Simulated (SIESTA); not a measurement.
Input and output of a self-consistent single point for RbBr (Fm-3m, 2 atoms in the cell) (SIESTA).

Computed with GGA PBE with spin-orbit coupling, numerical atomic orbitals DZP, PseudoDojo PBE fully relativistic norm-conserving potentials (rewritten from UPF to PSML) (SIESTA).

```
RbBr
1.0
    0.00000     3.45249     3.45249
    3.45249     0.00000     3.45249
    3.45249     3.45249     0.00000
Rb Br
1 1
Cartesian
  0.00000   0.00000   0.00000
  3.45249   3.45249   3.45249
```

Reference input (self-consistent single point, DFT, GGA PBE, numerical atomic orbitals DZP, PseudoDojo PBE standard norm-conserving potentials (rewritten from UPF to PSML)): XC.functional = GGA; XC.authors = PBE; potentials = PseudoDojo PBE standard; PAO.BasisSize = DZP; PAO.EnergyShift = 0.01 Ry; MeshCutoff = 350 Ry; kgrid.MonkhorstPack = 7 7 7; OccupationFunction = FD; ElectronicTemperature = 10 K; MaxSCFIterations = 150; SCF.Mixer.Method = Pulay; SCF.Mixer.Weight = 0.25. This run's input differs from it in these lines:

```diff
@@ -1,2 +1,2 @@
-# files in the folder: Rb.psml Br.psml (PseudoDojo PBE standard)
+# files in the folder: Rb.psml Br.psml (PseudoDojo PBE fully relativistic)
 SystemName  RbBr
@@ -34,2 +34,7 @@
 ElectronicTemperature        10 K
+Spin                         spin-orbit
+%block DM.InitSpin
+  1 0.00 0.00 0.00
+  2 0.00 0.00 0.00
+%endblock DM.InitSpin
```

Output (repeated stretches shortened):

```
        iscf     Eharris(eV)        E_KS(eV)     FreeEng(eV)     dDmax    Ef(eV) dHmax(eV)
   scf:    1    -1169.611444    -1167.096899    -1167.096899  0.213369 -6.077857  2.215190
     spin moment: {S} , |S| = {    0.00000   -0.00000   -0.00000 }     0.00000
   scf:    2    -1167.266178    -1167.186046    -1167.186046  0.023923 -6.632133  1.412730
     spin moment: {S} , |S| = {    0.00000   -0.00000   -0.00000 }     0.00000
   scf:    3    -1167.259494    -1167.228776    -1167.228776  0.032205 -2.638269  0.320094
     spin moment: {S} , |S| = {   -0.00000    0.00000   -0.00000 }     0.00000
   [... lines left out ...]
     spin moment: {S} , |S| = {    0.00000   -0.00000    0.00000 }     0.00000
   scf:    6    -1167.231627    -1167.231311    -1167.231311  0.007034 -2.895970  0.003327
     spin moment: {S} , |S| = {    0.00000   -0.00000    0.00000 }     0.00000
   scf:    7    -1167.231304    -1167.231311    -1167.231311  0.000099 -2.893425  0.000276
     spin moment: {S} , |S| = {    0.00000   -0.00000   -0.00000 }     0.00000
mix: Pulay -- inversion failed, > SVD [rank/size] 4 / 6
   scf:    8    -1167.231312    -1167.231311    -1167.231311  0.000008 -2.893539  0.000414
     spin moment: {S} , |S| = {   -0.00000   -0.00000    0.00000 }     0.00000
SCF Convergence by DM+H criterion
max |DM_out - DM_in|         :     0.0000083147
max |H_out - H_in|      (eV) :     0.0004137550
SCF cycle converged after 8 iterations

Using DM_out to compute the final energy and forces

siesta: E_KS(eV) =            -1167.2313

siesta: E_KS - E_eggbox =     -1167.2313

siesta: Atomic forces (eV/Ang):
     1    0.000000    0.000000    0.000000
     2   -0.000000   -0.000000   -0.000000
   Tot   -0.000000   -0.000000   -0.000000
   Max    0.000000
   Res    0.000000    sqrt( Sum f_i^2 / 3N )
   Max    0.000000    constrained

Stress tensor Voigt[x,y,z,yz,xz,xy] (kbar):       -6.66       -6.66       -6.66       -0.00       -0.00       -0.00
(Free)E + p*V (eV/cell)    -1166.8893
Target enthalpy (eV/cell)    -1167.2313

siesta: Program's energy decomposition (eV):
siesta: Enl(+so)=        30.232663
   [... lines left out ...]
siesta: FreeEng =     -1167.231311
siesta: Cell volume =         82.305488 Ang**3
siesta:           6.65822316          6.65822322  kBar
   [... lines left out ...]

Total              16.00000   0.00000     -0.000  -0.000   0.000

Mulliken Atomic Populations:
Atom #   charge [q] valence [e]           S      Sx [e]      Sy [e]      Sz [e]  Species
     1     0.142100    8.857900    0.000000   -0.000000   -0.000000    0.000000  Rb
     2    -0.142100    7.142100    0.000000   -0.000000   -0.000000    0.000000  Br
 Total     0.000000                0.000000   -0.000000   -0.000000    0.000000
```

The run converged in 8 iterations. Against the reference run the pressure stays at 0.67 GPa and the gap on the mesh goes from 4.210 to 4.049 eV.

The starting cell comes from a database of computed structures (which also holds hypothetical and non-ambient phases and stackings), without a prior relaxation at this level. Its lattice was rescaled by a random factor within 2.5 % of one. Values carry the incompleteness of an atom-centred basis. The basis of the alkali or alkaline-earth atoms may lack their empty d shell, which can raise the gap.
